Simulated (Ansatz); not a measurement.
**Ag (model structure, P6/mmm, No. 191, 1 atoms in the cell): properties by level of theory**

| level (code) | lattice constant a (Å) | c axis length (Å) | cohesive energy (eV/atom) |
|---|---|---|---|
| LDA (Ansatz) | 2.740 | 2.670 | 3.40 |
| PBE (Ansatz) | 2.844 | 2.774 | 2.34 |
| PBEsol (Ansatz) | 2.778 | 2.706 | 2.86 |
| r²SCAN (Ansatz) | 2.812 | 2.739 | 2.68 |

Ansatz's density-functional and Hartree–Fock values are scalar-relativistic unless marked +SOC, with PAW data made under PBE.

Free atoms are spin-polarised, in the lowest state found; at levels without +SOC their spin–orbit coupling is left out.

Static lattice: no zero-point or thermal effects.

A model structure was made by putting elements into a prototype or built by hand; it is no filed structure, need not be a known phase, and can be a saddle point held by its symmetry.

Ansatz is a first-principles code.
